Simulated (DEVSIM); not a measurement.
System: Si n-i-p diode, at 300 K.

```
layer (left to right)  material  thickness (μm)  Nd (cm⁻³)  Na (cm⁻³)  τn (s)  τp (s)
---------------------  --------  --------------  ---------  ---------  ------  ------
1                            Si           0.370       1e19          -  5.7e-6  5.7e-6
2                            Si            36.0          -     1.5e12  5.7e-6  5.7e-6
3                            Si            2.60          -     2.4e18  5.7e-6  5.7e-6
```

Left contact: ohmic. Right contact: ohmic. Voltage is applied to the left contact. Recombination: SRH at mid-gap. Mobility is μmin + (μ − μmin)/(1 + (N/Nref)^α).

The device is made up for the run: typed textbook-type constants, with dimensions and the other settings drawn at random. Values at 300 K.

```tsv
parameter	Si
gap (eV)	1.124
affinity (eV)	4.05
permittivity	11.7
Nc (cm⁻³)	2.86e19
Nv (cm⁻³)	3.1e19
μn (cm²/Vs)	1417
μp (cm²/Vs)	470
μn,min	52
μp,min	45
Nref,n	9.7e16
Nref,p	2.2e17
αn	0.68
αp	0.72
```

Simulated with DEVSIM: 1D drift-diffusion, Boltzmann statistics, complete ionisation; no tunnelling, impact ionisation, image-force lowering or self-heating.

Question: Tabulate band edges, carrier densities and field at zero bias.

Answer: Energies count from the Fermi level of the right contact; mesh points crowd at the junctions.

| x (μm) | Ec (eV) | Ev (eV) | n (cm⁻³) | p (cm⁻³) | field (V/cm) |
|---|---|---|---|---|---|
| 0.000 | 0.027 | -1.097 | 1.0e19 | < 1e2 | ≈ 0 |
| 0.04702 | 0.027 | -1.097 | 1.0e19 | < 1e2 | ≈ 0 |
| 0.1737 | 0.027 | -1.097 | 1.0e19 | < 1e2 | ≈ 0 |
| 0.3130 | 0.027 | -1.097 | 1.0e19 | < 1e2 | ≈ 0 |
| 0.3754 | 0.108 | -1.016 | 4.4e17 | 260 | 60000 |
| 0.4382 | 0.217 | -0.907 | 6.5e15 | 18000 | 7200 |
| 0.6349 | 0.285 | -0.839 | 4.6e14 | 250000 | 2000 |
| 1.652 | 0.374 | -0.750 | 1.5e13 | 7700000 | 510 |
| 4.435 | 0.475 | -0.649 | 3.0e11 | 3.9e8 | 300 |
| 13.15 | 0.646 | -0.478 | 4.1e8 | 2.9e11 | 100 |
| 28.09 | 0.694 | -0.430 | 6.3e7 | 1.8e12 | 20 |
| 34.56 | 0.743 | -0.381 | 9600000 | 1.2e13 | 250 |
| 35.81 | 0.799 | -0.325 | 1100000 | 1.1e14 | 890 |
| 36.21 | 0.861 | -0.263 | 99000 | 1.2e15 | 3000 |
| 36.35 | 0.963 | -0.161 | 1900 | 6.1e16 | 22000 |
| 36.39 | 1.058 | -0.066 | < 1e2 | 2.4e18 | 110 |
| 36.48 | 1.058 | -0.066 | < 1e2 | 2.4e18 | ≈ 0 |
| 36.75 | 1.058 | -0.066 | < 1e2 | 2.4e18 | ≈ 0 |
| 37.99 | 1.058 | -0.066 | < 1e2 | 2.4e18 | ≈ 0 |
| 38.67 | 1.058 | -0.066 | < 1e2 | 2.4e18 | ≈ 0 |
| 38.89 | 1.058 | -0.066 | < 1e2 | 2.4e18 | ≈ 0 |
| 38.97 | 1.058 | -0.066 | < 1e2 | 2.4e18 | ≈ 0 |
